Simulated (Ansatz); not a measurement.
Consider interstitial N in bixbyite In2O3, charge state -1. Level of theory: PBE, PAW (plane waves to 420 eV; Ansatz, a quantum-chemistry and plane-wave program).

Settings: 80 host sites, the relaxed PBE lattice, one k-point at (0.250, 0.250, 0.250), smearing 0.01 eV, spin-restricted, no image-charge correction. Energies are static. The charge state is imposed; whether it is stable for some Fermi level was not computed. Sites that were not tried may lie lower. The start lies 0.17 eV above the lowest site run (PBE).

Barriers: single points on a 2×2×2 k-point mesh shifted by half a step at the bands' geometries.

Relaxed starting cell (atoms counted from 1):

```xyz
81
Lattice="10.2897 0.0000 0.0000 0.0000 10.2897 0.0000 0.0000 0.0000 10.2897" Properties=species:S:1:pos:R:3 pbc="T T T"
In     7.7369     2.5806     2.5639
In     2.6018     2.5707     2.5406
In     2.5838     7.7185     2.5682
In     2.5788     2.5975     7.6965
In     0.0991     2.5852     4.6989
In     0.3793     5.1473     2.5286
In     4.8121     5.1610     7.7074
In     2.6211     0.3434     5.1405
In     7.7913     4.7975     5.1449
In     0.0147     7.7375     0.3353
In     0.3176     0.1063     7.6758
In     2.5803     4.7931    -0.0202
In     4.8116    -0.0144     2.5753
In     7.7007     0.2889     0.0658
In     5.1279     2.5784     0.3717
In     5.1781     7.7093     4.7959
O      3.5641     6.3610     9.1463
O      1.1569     3.5386     1.1748
O      9.1656     1.5859     1.2472
O      6.1871     1.5015     9.1479
O      4.0346     3.5622     9.0672
O      1.2520     1.1285     3.5089
O      9.1046     4.0141     3.4102
O      3.5761     3.9578     6.2644
O      1.2747     1.5837     6.2818
O      3.9479     4.0235     1.5795
O      6.2986     3.5602     3.9433
O      9.1972     2.4823     6.7358
O      4.0420     1.5871     3.9172
O      6.3560     1.1328     1.6149
O      3.9604     6.2918     3.5489
O      6.3759     9.1495     3.5635
O      1.6874     3.9738     3.9202
O      1.5916     9.1034     6.2748
O      1.2204     9.1598     1.5873
O      9.1029     6.3039     1.5716
O      3.5616     1.1983     1.1218
O      3.5769     9.0725     4.0076
O      1.5922     1.2352     9.1298
O      1.6121     6.3645     1.1149
In     2.5698     7.7462     7.7119
In     7.7354     7.7425     7.7142
In     7.5349     2.5378     7.9033
In     7.7468     7.7042     2.6031
In     5.1483     7.6991     9.9497
In     5.4646    -0.0442     7.6999
In     9.9481     0.0067     2.5746
In     7.7304     5.4998     0.0102
In     2.5573     9.9513    -0.0186
In     5.1612     2.5725     5.4933
In     5.5131     5.1377     2.5832
In     7.7362     9.9995     5.1639
In     9.9832     5.1988     7.7295
In     2.5765     5.5118     5.1395
In     0.0139     7.7588     5.4956
In    -0.0273     2.5579     9.9322
O      8.7212     1.2200     3.9923
O      6.2885     8.6888     6.3555
O      4.0312     6.7500     6.3509
O      1.1448     6.7495     3.9253
O      9.1717     8.7246     3.9396
O      6.3716     6.2767     8.7070
O      3.9256     9.1467     8.7080
O      8.7054     9.0529     1.1647
O      6.2928     6.7338     1.2260
O      9.0804     9.2293     6.7341
O      1.1269     8.7312     9.0682
O      4.0142     8.7025     1.2047
O      9.1718     6.7434     9.0770
O      1.2517     6.3327     6.7332
O      9.0501     1.0134     8.8730
O      1.2294     4.0248     8.7159
O      6.7199     9.0504     9.1677
O      6.7221     3.9304     1.1235
O      6.3696     3.9973     6.7637
O      3.9467     1.1438     6.7487
O      8.6951     6.4893     6.2506
O      8.6819     3.9275     9.1950
O      6.7610     6.3348     4.0153
O      6.6469     1.1719     6.2958
N     -0.8299     3.8156     6.1812
```
Cell charge -1.

End state 1 differs by these moves (Å; atoms that move under 0.08 Å are left out):

```csv
atom,element,Δx,Δy,Δz
1,In,-0.20,-0.19,-0.04
5,In,-0.09,0.06,0.09
6,In,0.07,0.08,0.05
9,In,-0.08,0.03,0.05
11,In,0.04,-0.08,0.03
14,In,0.04,0.02,-0.12
15,In,-0.04,-0.03,-0.09
19,O,-0.02,-0.09,-0.08
20,O,0.09,0.06,-0.10
23,O,-0.40,0.04,-0.93
25,O,-0.14,0.03,0.04
28,O,0.00,1.06,-0.25
30,O,-0.06,-0.10,-0.12
33,O,0.07,-0.02,0.08
36,O,0.06,0.11,0.01
43,In,0.19,0.05,-0.17
48,In,0.04,-0.05,0.09
60,O,0.09,0.07,0.04
71,O,0.04,0.12,-0.19
74,O,-0.16,-0.03,-0.12
77,O,0.01,-0.10,0.08
80,O,0.09,0.05,-0.03
81,N,-0.20,0.49,-2.36
```

Q: Predict the forward and backward barriers to end state 1 from PBE, PAW.

A: forward 1.77 eV, backward 1.77 eV; at the saddle point atom 81 has neighbours In at 2.01, In at 2.03; O at 1.92, O at 2.05 Å. The saddle point's order was not checked.
